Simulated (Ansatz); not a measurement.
**What uniaxial strain ε_zz = −3.00 % does to BN**

The reference is BN in the wurtzite structure (space group P6_3mc, No. 186; a = 2.541 Å, c = 4.203 Å). Axes: x lies along a and z along c of the hexagonal cell.

The change: the cell is compressed by 3.00 % along z with no lateral relaxation; the atoms relax in the strained cell.

Level of theory: Kohn–Sham DFT with the PBEsol functional, run in Ansatz (an electronic-structure program) with PAW and 420 eV plane waves, scalar-relativistic without spin-orbit coupling. Settings: 15×15×8 k-points, 0.05 eV Fermi–Dirac smearing.

```json
[
 {"quantity": "volume per atom", "base": "5.88 Å³", "changed": "5.70 Å³", "shift": "-0.18 Å³"},
 {"quantity": "space group", "base": "P6_3mc (No. 186)", "changed": "P6_3mc (No. 186)", "shift": "–"},
 {"quantity": "shortest interatomic distance", "base": "1.559 Å", "changed": "1.531 Å", "shift": "-0.028 Å"},
 {"quantity": "energy relative to the base (free energy F)", "base": "0 meV/atom", "changed": "+18 meV/atom", "shift": "+18 meV/atom"},
 {"quantity": "pressure (mean of the normal stresses, compression positive)", "base": "0.00 GPa", "changed": "13.01 GPa", "shift": "+13.01 GPa"},
 {"quantity": "band gap", "base": "4.96 eV", "changed": "5.09 eV", "shift": "+0.13 eV"},
 {"quantity": "gap character", "base": "indirect, Γ → K", "changed": "indirect, Γ → K", "shift": "–"},
 {"quantity": "smallest direct gap", "base": "8.21 eV", "changed": "8.17 eV", "shift": "-0.04 eV"},
 {"quantity": "width of the top valence band", "base": "5.49 eV", "changed": "5.42 eV", "shift": "-0.07 eV"},
 {"quantity": "electron mass", "base": "0.30 mₑ along c, 0.50 mₑ across (at K)", "changed": "0.29 mₑ along z, 0.50 mₑ across (at K)", "shift": "–"},
 {"quantity": "valence-band top at Γ (three highest levels, from the VBM)", "base": "0.00, 0.00, -0.28 eV", "changed": "0.00, 0.00, -0.14 eV", "shift": "–"},
 {"quantity": "valley order (the lowest conduction-band minima on the path, energy above the VBM, named in the base's zone)", "base": "–", "changed": "K (1/3, 1/3, 0) 5.09 eV; M (1/2, 0, 0) 6.40 eV", "shift": "–"},
 {"quantity": "stress (xx, yy, zz, yz, xz, xy; compression positive)", "base": "–", "changed": "(2.18, 2.18, 34.65, 0.00, 0.00, 0.00) GPa", "shift": "–"}
]
```

Cost of the whole job for the changed cell (relaxation, final SCF and bands): very roughly 21 core-seconds.

Masses are band curvatures over ±0.01 Å⁻¹ around the edge. No phonon test of stability was made.
